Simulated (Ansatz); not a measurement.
Base system: MgTe in the zinc blende structure (space group F-43m, No. 216; a = 6.439 Å). Axes: x, y, z lie along the cube axes.

All numbers come from DFT with PBEsol, PAW potentials and a 420 eV plane-wave cutoff in Ansatz (an electronic-structure program), without spin-orbit coupling.

Before the change:

```
Item                                Result
---------------------  -------------------
Valence-band top at Γ  0.00, 0.00, 0.00 eV
```

Now apply this change: compressive biaxial strain of 3.00 % in the plane normal to [001], as in epitaxy on a mismatched substrate; the out-of-plane cell vector and the atoms relax.

**Question.** How does this affect the valence-band top at Γ?

**Answer.** The valence-band top at Γ (three highest levels, from the VBM) goes from 0.00, 0.00, 0.00 eV to 0.00, 0.00, -0.22 eV.

**Question.** Estimate the effect on the out-of-plane strain.

**Answer.** The out-of-plane strain amounts to +3.95 %.

Spin-orbit coupling, missing from the scalar runs, can matter with Te. The levels and masses belong to the bands next to the band gap. Stability against distortions was not tested.
